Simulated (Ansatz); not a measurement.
Adsorption energy and surface dipole of F on the 1x1 (101) surface of anatase TiO2 (cut with top plane O), one in a 2x1 cell, started at the site 'bridge O-O (span 2.8 Å)', worked from the runs' numbers; total energies count from the potentials' own zero.

Host crystal: anatase TiO2, with a band gap (PBE, scalar-relativistic without spin-orbit coupling).

All values below come from PBE (plane waves to 420 eV, PAW; Ansatz, a program for electronic structure).

Slab: 37 atoms, 9.4 Å thick at the start under the adsorbate (thin: gaps and levels are the slab's own); k 3x4x1, smearing 0.01 eV, dipole-corrected; 14 atoms held, the rest relaxed; no symmetry held; spin-polarised, ending with about 1.0 μB a cell, a value that depends on the mesh; orders that need a larger cell were not tried, no spin-orbit, no U, no dispersion correction. The slab shows no gap over 0.04 eV on its mesh. At the end it is bonded to Ti. In PBE it is, or lies within 0.03 eV of, the lowest of the starts that converged.

```json
[
 {"quantity": "slab with the adsorbate", "value": "-44469.259 eV"},
 {"quantity": "clean slab, same cell and mesh", "value": "-43662.869 eV"},
 {"quantity": "reference, ½ F2(g)", "value": "-805.593 eV"},
 {"quantity": "area of the cell", "value": "39.58 Å²"},
 {"quantity": "change of the step from the bottom to the top vacuum level", "value": "1.163 eV"}
]
```

Q: What is the adsorption energy against this reference?

A: E(slab + adsorbate) − E(slab) − E(reference) = -0.80 eV, so in this state the adsorbate is more stable than in the reference, at a coverage of 2.53 a nm².

Q: What dipole does adsorption add to the slab along the outward normal (Helmholtz relation, ε₀ = 0.005526 e/(V·Å))?

A: p = −ε₀·A·ΔV = -0.254 e·Å = -1.22 D; its negative end points to the vacuum, which raises the vacuum level.
